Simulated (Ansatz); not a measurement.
One pseudomorphic plane of X on bcc Ta (110), continuing the host's stacking (six planes of the host, 1x1 cell of 7.79 Å², clean work function 4.72 eV). ΔE counts an X atom from its bulk element. E_seg is the energy of the plane on top less that of the same plane lying second, under one plane of the host, at equal numbers of atoms (made equal with bulk Ta); a negative value keeps X outside. χ is Pauling's electronegativity. These are constructed structures, held to the host's lattice; rows with a moment ran spin-polarised from parallel moments in the plane, the only order that a 1x1 cell holds, and a change of moment is part of their E_seg.

Computed with PBE (plane waves to 420 eV, PAW; Ansatz, an electronic-structure program).

```
X      χ  ΔE (eV)  Δφ (eV)  E_seg (eV)  moment of the cell, X on top / second (μB)
--  ----  -------  -------  ----------  ------------------------------------------
Zr  1.33    -0.25    -0.42       -0.66                                           –
Ti  1.54    -0.19    -0.51       -0.33                                           –
Mn  1.55     0.12    -1.16       -0.04                                   3.2 / 0.3
V   1.63     0.19    -0.80        0.06                                   1.3 / 0.0
Zn  1.65    -0.53    -0.34       -1.15                                           –
Cr  1.66     0.63    -1.16        0.30                                   2.7 / 0.0
Ga  1.81    -0.81    -0.16       -0.87                                           –
Fe  1.83     0.10    -0.76       -0.12                                   2.2 / 1.3
Si  1.90    -0.60     0.62       -0.18                                           –
Ag  1.93    -0.44    -0.72           ?                                           –
Mo  2.16     0.07    -0.32        0.17                                           –
Ru  2.20    -0.22    -0.41       -0.04                                           –
Os  2.20     0.13    -0.22        0.18                                           –
W   2.36     0.34    -0.04        0.36                                           –
```

### Question
Fit a straight line of E_seg against ΔE to the other rows and predict the withheld value for Ag.

### Answer
Least squares gives E_seg = -0.11 + (0.93) × ΔE, with a root-mean-square miss of 0.26 eV. For Ag, ΔE = -0.44 gives -0.52 eV; the run gave -1.35 eV, 0.83 eV away, 3.2 times that miss. Of the pairs tried (Δφ and E_seg against χ, E_seg against ΔE) this one correlates best on the rows given.

Work function. Over these 14 rows Δφ correlates with χ at r = 0.43. It runs from -1.16 eV (Mn) to 0.62 eV (Si), that is from 3.56 to 5.34 eV in all.

Place. E_seg is below −0.05 eV, so that the full plane is lower on top, for Zr, Ti, Zn, Ga, Fe, Si, Ag; above 0.05 eV, so that it is lower under one plane of the host, for V, Cr, Mo, Os, W.

ΔE is negative for Zr, Ti, Zn, Ga, Si, Ag, Ru: there the strained plane on this host is lower than the bare face and X's own bulk. Alloying within the plane, relief of strain and larger cells were not tried.

Left out: 2 runs of this family that did not converge or found no flat vacuum level.
